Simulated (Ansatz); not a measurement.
A self-consistent single point of a (001) slab of Ru (cut from a parent of space group no. 194; 4 atoms in the cell) with Ansatz (a program for electronic structure).

Method: r2SCAN, default PAW files made with PBE (plane waves; Ansatz).

```xyz
4
Lattice="2.6404 0.0000 0.0000 -1.3202 2.2867 0.0000 0.0000 0.0000 22.4819" Properties=species:S:1:pos:R:3 pbc="T T T"
Ru     0.0000     0.0000    14.4819
Ru     0.0000     0.0000    10.1606
Ru     0.0000     1.5244     8.0000
Ru     1.3202     0.7622    12.3212
```

Reference input (self-consistent single point, DFT, LDA (PW92), plane waves, default PAW files made with PBE): kpoints.mp_grid.grid = 14 14 1; hamiltonian.xc = lda; hamiltonian.pseudopotentials = {kind: paw} (the program's default PAW files); scf.occupations.method = gaussian; scf.occupations.width = 0.136 eV. This run's input differs from it in these lines:

Ansatz 0.2 input:
```diff
@@ -15,3 +15,3 @@
 hamiltonian:
-  xc: lda
+  xc: r2scan
   pseudopotentials:
```

Output, abridged:

```
SCF iter   1: F=—  HF=-23560.361978 eV  |F-HF|=—  |Δ(HF+E_count)|=         —  Δρ=1.07e-2  dr2=5.77e-1  dr2_τ=3.53e-2  ethr=1.77e-3  ⟨swp⟩=7.5  Hψ=4090  notcnv=0
all-band conjugate gradients solve this SCF's bands
preconditioner: auto → LDOS
SCF iter   2: F=—  HF=-23560.393737 eV  |F-HF|=—  |Δ(HF+E_count)|=   3.18e-2  Δρ=3.56e-3  dr2=3.90e-2  dr2_τ=4.71e-3  ethr=9.02e-4  ⟨swp⟩=2.1  Hψ=1297  notcnv=0  defer=25
   [... lines left out ...]
SCF iter   7: F=—  HF=-23560.390766 eV  |F-HF|=—  |Δ(HF+E_count)|=   8.79e-7  Δρ=1.78e-5  dr2=5.45e-7  dr2_τ=3.44e-8  ethr=1.18e-8  ⟨swp⟩=2.3  Hψ=1426  notcnv=0  defer=22
SCF iter   8: F=—  HF=-23560.390767 eV  |F-HF|=—  |Δ(HF+E_count)|=   6.01e-7  Δρ=7.22e-6  dr2=1.52e-7  dr2_τ=9.86e-9  ethr=1.56e-10  ⟨swp⟩=11.9  Hψ=4928  notcnv=0
SCF iter   9: F=-23560.390767 eV  HF=-23560.390767 eV  |F-HF|=6.51e-9  |Δ(HF+E_count)|=   3.98e-8  Δρ=2.35e-6  dr2=1.94e-8  dr2_τ=1.04e-9  ethr=1.56e-10  ⟨swp⟩=5.1  Hψ=3487  notcnv=0
SCF 1 converged in 9 iterations: F = -23560.390767 eV  dr2 = 1.94e-8
Free energy (F): -23560.390767 eV
Internal energy: -23560.337209 eV  (E = F + TS)
E sigma→0 (E₀):  -23560.363988 eV
Entropy (-TS):   -0.053558 eV (-13.389 meV/atom)
Fermi energy:    6.302844 eV
--- Forces (eV/Å), atoms counted from 1 ---
  atom   1  Ru    -0.00000000    -0.00000000    -0.71899498
  atom   2  Ru    -0.00000000    -0.00000000    -0.33225667
  atom   3  Ru     0.00000000     0.00000000     0.16613463
  atom   4  Ru     0.00000000     0.00000000     0.88511229
--- Stress (GPa, compression-positive) ---
        1.165119      -0.000000      -0.000000
       -0.000000       1.165119      -0.000000
       -0.000000      -0.000000      -1.833883
  P = ⅓ Tr σ = 0.1655 GPa (1.655 kbar)
  The stress holds the Pulay correction. Without it, at fixed plane waves, as pw.x and ABINIT print it: P = 0.1254 GPa
```

The run converged in 9 iterations. Against the reference run the largest force goes from 1.086 to 0.885 eV/Å. The full log also holds: “WARN basis.ecutwfc = 500 eV, the default”.

The starting cell was generated: these elements placed on a structure prototype, without a prior relaxation; it need not be a known phase or ordering of this composition. The slab is cut from that crystal, and its faces are unrelaxed. Its lattice was rescaled in the plane by a random factor within 2.5 % of one. Spin polarisation is off. The two faces of this cut differ, and no dipole correction was used.
